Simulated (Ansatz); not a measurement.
The starting structures come from a database of crystals and need not be the phases stable at ambient conditions.

 Where the default PAW files enter, the runs use the earlier of Ansatz's two default sets.

```xyz
7
Lattice="5.8721 0.0000 0.0000 2.7890 5.1675 0.0000 -2.7890 -1.6640 4.8923" Properties=species:S:1:pos:R:3 pbc="T T T"
K      2.9361     1.7518     2.4461
K      0.0000     0.0000     0.0000
Sn     5.8870     3.5124     1.1853
Sn    -0.0148    -0.0088     3.7070
O      2.9361     0.0000     0.0000
O      1.3945     2.5838     0.0000
O     -1.3945    -0.8320     2.4461
```

Space group of this cell: R-3m. The cell is taken as given.

Transport runs along the normal of the first two printed cell vectors, the (101) plane of the conventional cell.

The gap is the functional's own, uncorrected, and κ follows it; spin-orbit coupling is left out. Mid-gap values are interpolated between the computed energies.

### Question
Predict the band gap and the smallest decay constant κ at mid-gap from r2SCAN (Ansatz, a quantum-chemistry and plane-wave program).

### Answer
Gap 1.34 eV on a 6×6×6 mesh; κ = 0.124 1/Å, at the zone centre.
